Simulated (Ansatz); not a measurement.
Take AlN in the zinc blende structure (space group F-43m, No. 216) as the base.

```
AlN
1.0
    0.00000     2.18885     2.18885
    2.18885     0.00000     2.18885
    2.18885     2.18885     0.00000
N Al
1 1
Direct
  0.75000   0.75000   0.75000
  0.00000   0.00000   0.00000
```

Cartesian axes are those of the cell as printed.

Method: PBEsol in Ansatz (plane waves to 420 eV, PAW, scalar-relativistic without spin-orbit coupling).

Modification: a pure shear with ε_yz = ε_zy = 0.0377; the atoms relax in the strained cell.

Predict the stress tensor and what it implies for the stiffness.

Stress of the strained cell less that of the base (GPa, compression positive):
```
  -0.38    0.00    0.00
   0.00    0.72  -13.60
   0.00  -13.60    0.72
```

Then −Δσ/γ with γ = 2ε = 0.0754 gives secant stiffness values (nonlinear terms included at this strain): C44 ≈ 180 GPa.

As a check, the harmonic strain energy −½ V₀ Δσ:ε is 34 meV/atom; the computed energy rise is 33 meV/atom.

Stability against distortions was not tested. This is not the structure that AlN has at room temperature and ambient pressure.

Ansatz is a first-principles code.
